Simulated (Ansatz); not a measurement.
Input and output of a self-consistent single point for CoAl (P4mm, 2 atoms in the cell) (Ansatz, a first-principles code).

Method: PBEsol, PAW files made with PBE (plane waves; Ansatz).

```
CoAl
1.0
    2.85142     0.00000     0.00000
    0.00000     2.85142     0.00000
    0.00000     0.00000     2.85142
Al Co
1 1
Direct
  0.50000   0.50000   0.51753
  0.00000   0.00000   0.00000
```

Reference input (self-consistent single point, DFT, PBEsol, plane waves, PAW files made with PBE): basis.ecutwfc = 420 eV; kpoints.mp_grid.grid = 12 12 12; hamiltonian.xc = pbesol; hamiltonian.pseudopotentials = {kind: paw} (the program's default PAW files); scf.occupations.method = gaussian; scf.occupations.width = 0.1 eV. This run's input differs from it in these lines:

Ansatz 0.2 input:
```diff
@@ -13,3 +13,3 @@
   mp_grid:
-    grid: [12, 12, 12]
+    grid: [7, 7, 7]
 hamiltonian:
@@ -22,3 +22,3 @@
     method: gaussian
-    width: 0.1 eV
+    width: 0.02 eV
 output:
```

Output, abridged:

```
SCF iter   1: F=—  HF=-5618.992162 eV  |F-HF|=—  |Δ(HF+E_count)|=         —  Δρ=7.30e-2  dr2=1.07e0  ethr=3.10e-3  ⟨swp⟩=4.8  Hψ=2677  notcnv=0
all-band conjugate gradients solve this SCF's bands
preconditioner: auto → none
SCF iter   2: F=—  HF=-5618.817311 eV  |F-HF|=—  |Δ(HF+E_count)|=   1.75e-1  Δρ=3.93e-2  dr2=2.86e-1  ethr=3.10e-3  ⟨swp⟩=2.0  Hψ=1009  notcnv=0  defer=1
SCF iter   3: F=—  HF=-5618.762622 eV  |F-HF|=—  |Δ(HF+E_count)|=   5.47e-2  Δρ=2.37e-3  dr2=1.07e-3  ethr=1.43e-3  ⟨swp⟩=2.1  Hψ=871  notcnv=0  defer=1
SCF iter   4: F=—  HF=-5618.762628 eV  |F-HF|=—  |Δ(HF+E_count)|=   6.12e-6  Δρ=4.71e-4  dr2=3.31e-5  ethr=5.37e-6  ⟨swp⟩=2.4  Hψ=1164  notcnv=0  defer=1
SCF iter   5: F=—  HF=-5618.762640 eV  |F-HF|=—  |Δ(HF+E_count)|=   1.14e-5  Δρ=5.54e-5  dr2=4.88e-7  ethr=1.66e-7  ⟨swp⟩=2.4  Hψ=722  notcnv=0  defer=1
SCF iter   6: F=-5618.762640 eV  HF=-5618.762640 eV  |F-HF|=4.36e-8  |Δ(HF+E_count)|=   3.41e-8  Δρ=1.79e-5  dr2=4.64e-8  ethr=5.00e-10  ⟨swp⟩=5.1  Hψ=2550  notcnv=0
SCF 1 converged in 6 iterations: F = -5618.762640 eV  dr2 = 4.64e-8
Free energy (F): -5618.762640 eV
Internal energy: -5618.762280 eV  (E = F + TS)
E sigma→0 (E₀):  -5618.762460 eV
Entropy (-TS):   -0.000360 eV (-0.180 meV/atom)
Fermi energy:    14.222719 eV
--- Forces (eV/Å), atoms counted from 1 ---
  atom   1  Al     0.00000000     0.00000000    -0.35024945
  atom   2  Co    -0.00000000     0.00000000     0.35020264
--- Stress (GPa, compression-positive) ---
       -5.498064       0.000000       0.000000
        0.000000      -5.498064       0.000000
        0.000000       0.000000      -5.614059
  P = ⅓ Tr σ = -5.5367 GPa (-55.367 kbar)
  The stress holds the Pulay correction. Without it, at fixed plane waves, as pw.x and ABINIT print it: P = -5.6097 GPa
```

The run converged in 6 iterations. Against the reference run the free energy drops by 1.5 meV/atom, the pressure goes from -5.35 to -5.54 GPa and the largest force hardly changes (0.351 to 0.350 eV/Å).

The starting cell has typed, rounded lattice constants, without a prior relaxation at this level. Its lattice was rescaled by up to half a per cent. One atom was moved a little off its site on purpose. Spin polarisation is off. With a pressure of about -6 GPa the cell is away from its equilibrium volume at this level. Ansatz's pressure includes its estimate of the finite-basis (Pulay) stress.
